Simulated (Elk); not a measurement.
Band structure of CaGa2 (P6/mmm, 3 atoms in the cell).

```
CELL_PARAMETERS angstrom
      4.23886     0.00000     0.00000
     -2.11943     3.67096     0.00000
      0.00000     0.00000     4.41641
ATOMIC_POSITIONS crystal
  Ca 0.00000 0.00000 0.00000
  Ga 0.33333 0.66667 0.50000
  Ga 0.66667 0.33333 0.50000
```

Method: PBEsol, all-electron FP-LAPW, Elk's shipped species files, APW+lo basis with extra local orbitals (Elk).

Settings: xctype = 22; rgkmax = 8; stype = 3; swidth = 0.00367493 Ha; ngridk = 7 7 6; gmaxvr = 18 1/bohr; lmaxapw = 10; lmaxo = 8; nxlo = 2; lorbcnd = true; lradstp = 2; nrmtscf = 2; rmtscf = 0.9; lmaxi = 4.

The starting cell comes from a database of computed structures (which also holds hypothetical and non-ambient phases and stackings), without a prior relaxation at this level. Values depend on the basis (sphere radii, cutoffs, local orbitals), which need not be converged.

Levels in eV from the Fermi level, bands 15 to 22:
```csv
point,15,16,17,18,19,20,21,22
Γ,-9.32,-0.59,0.08,0.08,0.75,1.38,3.79,3.79
M,-7.09,-5.94,-1.06,0.00,0.28,3.04,3.42,3.61
K,-6.23,-6.23,-3.51,0.90,0.90,3.08,3.08,3.57
A,-8.67,-3.87,1.00,1.00,2.05,2.05,2.09,2.81
L,-6.93,-5.25,-1.40,-1.34,-0.82,1.99,3.92,4.49
H,-6.01,-6.01,-2.70,-0.85,-0.85,2.88,4.30,4.30
```

Bands cross the Fermi level along this path, so the cell is metallic at this level.
